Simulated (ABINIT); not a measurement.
Band structure of BaGa2H2 (P-3m1, 5 atoms in the cell).

```xyz
5
Lattice="4.5991 0.0000 0.0000 -2.2995 3.9829 0.0000 0.0000 0.0000 5.0605" Properties=species:S:1:pos:R:3 pbc="T T T"
Ba     0.0000     0.0000     0.0000
Ga     0.0000     2.6553     2.3725
Ga     2.2995     1.3276     2.6880
H      0.0000     2.6553     0.6726
H      2.2995     1.3276     4.3879
```

Method: PBEsol, PAW (JTH v2.0 PBE PAW, files made for PBE) (plane waves; ABINIT).

Settings: pseudos = [Ba.GGA_PBE-JTH.xml, Ga.GGA_PBE-JTH.xml, H.GGA_PBE-JTH.xml]; ecut = 30 Ha; pawecutdg = 60 Ha; pawxcdev = 0; ixc = -116133; occopt = 6; tsmear = 0.05 eV; ngkpt = 5 5 4; nshiftk = 1; shiftk = 0 0 0; potentials = JTH v2.0 PBE PAW; kptopt = 1; nstep = 80.

The starting cell comes from a database of computed structures (which also holds hypothetical and non-ambient phases and stackings), without a prior relaxation at this level. Its lattice was rescaled by a random factor within 2.5 % of one. The potentials were made for another functional than the one used.

Levels in eV from the Fermi level, bands 16 to 23:
| point | 16 | 17 | 18 | 19 | 20 | 21 | 22 | 23 |
|---|---|---|---|---|---|---|---|---|
| Γ | -4.67 | -3.23 | -0.44 | -0.44 | 0.26 | 3.30 | 3.61 | 3.61 |
| M | -6.73 | -3.06 | -1.99 | -0.80 | -0.17 | 1.56 | 2.74 | 2.80 |
| K | -6.74 | -2.78 | -2.46 | -2.46 | 1.06 | 1.06 | 3.04 | 4.76 |
| A | -6.38 | -2.17 | -0.16 | 0.43 | 0.43 | 1.35 | 1.35 | 1.99 |
| L | -5.90 | -3.82 | -3.17 | -1.44 | 1.65 | 3.59 | 3.97 | 4.68 |
| H | -6.81 | -3.37 | -3.37 | -1.77 | 2.96 | 3.53 | 3.53 | 4.21 |

Bands cross the Fermi level along this path, so the cell is metallic at this level.
